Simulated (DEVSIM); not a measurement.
Device: Co/SiON/p-In0.53Ga0.47As capacitor, at 300 K.

Layer 1 from the left is SiON, thickness (nm) 2.90. Layer 2 from the left is In0.53Ga0.47As, thickness (nm) 700, Na (cm⁻³) 6.5e17.

Metal gate on the left, work function 5 eV. Fixed charge at the semiconductor interface -1.9e11 cm⁻² (in units of +e); no interface traps.

The device is made up for the run: typed textbook-type constants, with dimensions and the other settings drawn at random. Values at 300 K.

SiON: gap (eV) 7, affinity (eV) 1.4, permittivity 5.5. In0.53Ga0.47As: gap (eV) 0.74, affinity (eV) 4.51, permittivity 13.9, Nc (cm⁻³) 2.1e17, Nv (cm⁻³) 7.7e18.

Simulated with DEVSIM: 1D Poisson equation in equilibrium, Boltzmann statistics, complete ionisation; no quantum confinement or tunnelling. Metal contacts follow the ideal Schottky-Mott rule: no Fermi-level pinning, no interface dipoles.

Q: What does the simulation give for the minimum of the low-frequency capacitance?

A: minimum of the low-frequency capacitance 0.287 μF/cm².
